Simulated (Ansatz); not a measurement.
## Mo2Ge (model structure, started from the Ni2In type, P6₃/mmc, No. 194, 6 atoms in the cell): lattice parameter a by level of theory

No measured value is used here.

```csv
level (code),value (Å)
PBE (Ansatz),?
PBEsol (Ansatz),4.482
PBE-D3(BJ) (Ansatz),4.481
```

**Question.** Fill in the missing entries.

**Answer.** 
- PBE (Ansatz, a first-principles code), value (Å): 4.532

Ansatz's density-functional and Hartree–Fock values are scalar-relativistic unless marked +SOC, with PAW data made under PBE.

A model structure was made by putting elements into a prototype or built by hand; it is no filed structure, need not be a known phase, and can be a saddle point held by its symmetry.
